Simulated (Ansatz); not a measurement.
**Zr₂B₂Si (model structure, started from the Ti2InB2 type, P-6m2, No. 187, 5 atoms in the cell): properties by level of theory**

| level (code) | lattice parameter a (Å) | c axis length (Å) | bulk modulus B0 (GPa) | cohesive energy (eV/atom) |
|---|---|---|---|---|
| LDA (Ansatz) | 3.141 | … | 186 | 7.78 |
| PBE (Ansatz) | 3.186 | 7.807 | 169 | 6.72 |
| PBEsol (Ansatz) | 3.162 | 7.745 | 179 | 7.27 |
| r²SCAN (Ansatz) | 3.185 | 7.806 | 174 | 6.53 |

Problem. What belongs in the gaps?

Solution. 
- LDA (Ansatz, a program for electronic structure), c axis length (Å): 7.704

Caveats: the bulk modulus is −V dP/dV from two relaxed cells at ±2 % in volume (LDA, PBE, PBEsol, r²SCAN). Ansatz's density-functional and Hartree–Fock values are scalar-relativistic unless marked +SOC, with PAW data made under PBE.

Free atoms are spin-polarised, in the lowest state found; at levels without +SOC their spin–orbit coupling is left out.

The computed numbers hold no vibrational or temperature effects.

A model structure was made by putting elements into a prototype or built by hand; it is no filed structure, need not be a known phase, and can be a saddle point held by its symmetry.
